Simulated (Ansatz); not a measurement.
The parent structure is SiO2 (space group P4_12_12, No. 92; a = 5.0298 Å, c = 7.0120 Å).

The values are results of DFT with PBEsol, PAW potentials and a 420 eV plane-wave cutoff in Ansatz (a first-principles code), no spin-orbit coupling, not measurements.

Before the change:

The band gap is 5.57 eV and the gap character is direct at Γ.

One thing is altered: full substitution O → S; the structure is relaxed again.

Tabulated Pauling electronegativity and covalent radius: O 3.44, 0.66 Å; S 2.58, 1.05 Å.

Question: How does this affect the band gap?

Answer: The band gap decreases by 3.47 eV, from 5.57 eV to 2.10 eV.

Question: Predict the new gap character.

Answer: The gap character changes from direct at Γ to indirect, Γ → M.

Stability against distortions was not tested. As relaxed here, SiS2 is a hypothetical phase, not in the database extracts checked.
